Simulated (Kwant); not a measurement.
Model system: GaAs/Al0.3Ga0.7As stack with 1 barrier. One parabolic valley. Leads of mass 0.067 mₑ with the band edge at 0; grid 0.1 nm; bias swept from 0.0096 to 0.44756 V, dropping linearly over the stack. Emitter Fermi level 0.03 eV, 300 K, equal in the collector.

| layer | thickness (nm) | band offset (eV) | mass (mₑ) |
|---|---|---|---|
| 1 | 4.5 | 0.24 | 0.092 |

Constants are typed, rounded textbook-type inputs, not results; the design itself was drawn at random and stands for no fabricated device.

Computed with Kwant: one-band effective-mass tight-binding model in one dimension, coherent, no space charge, current by the Tsu-Esaki formula.

Sweep values stay those of the base run.

The temperature was swept, all else fixed.

```json
[
 {"temperature (K)": "4", "J (A/cm²) at bias = 0.2205 V": "6080", "J (A/cm²) at bias = 0.3340 V": "13900", "J (A/cm²) at bias = 0.4476 V": "32200", "J (A/cm²) at bias = 0.1069 V": "2550"},
 {"temperature (K)": "77", "J (A/cm²) at bias = 0.2205 V": "8300", "J (A/cm²) at bias = 0.3340 V": "18900", "J (A/cm²) at bias = 0.4476 V": "43900", "J (A/cm²) at bias = 0.1069 V": "3500"},
 {"temperature (K)": "150", "J (A/cm²) at bias = 0.2205 V": "14900", "J (A/cm²) at bias = 0.3340 V": "33900", "J (A/cm²) at bias = 0.4476 V": "77500", "J (A/cm²) at bias = 0.1069 V": "6310"},
 {"temperature (K)": "300", "J (A/cm²) at bias = 0.2205 V": "49500", "J (A/cm²) at bias = 0.3340 V": "111000", "J (A/cm²) at bias = 0.4476 V": "237000", "J (A/cm²) at bias = 0.1069 V": "21000"}
]
```

From the first row to the last the J at bias = 0.2205 V goes from 6080 to 49500. From the first row to the last the J at bias = 0.3340 V goes from 13900 to 111000.
